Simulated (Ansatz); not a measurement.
The starting structures come from a database of crystals and need not be the phases stable at ambient conditions.

 Where the default PAW files enter, the runs use the earlier of Ansatz's two default sets.

By PBEsol, the system below comes out a metal.

A figure of merit of an interconnect metal is its ballistic conductance per area.

Given:

```yaml
crystal:
  lattice:
    - [6.87144, 0.00000, 0.00000]
    - [3.43572, 6.21204, 0.00000]
    - [3.43572, -1.90021, 2.86241]
  atoms:
    - { symbol: In, position: [0.49514, 0.50486, 0.00486] }
    - { symbol: In, position: [0.00486, 0.49514, 0.99514] }
    - { symbol: Bi, position: [0.50000, 0.00000, 0.00000] }
    - { symbol: Bi, position: [0.00000, 0.00000, 0.00000] }
```

Space group of this cell: P4/nmm. The cell is taken as given; by PBEsol its mean pressure is -2.6 GPa.

The current flows along the normal of the first two printed cell vectors, the (111) plane of the conventional cell. No spin-orbit coupling; the value is a mean over 0.1 eV about the Fermi level.

Q: Estimate the ballistic conductance per area that PBEsol (Ansatz, an electronic-structure program) returns for this system.

A: 0.73 × 10¹⁵ S/m² for both spins.
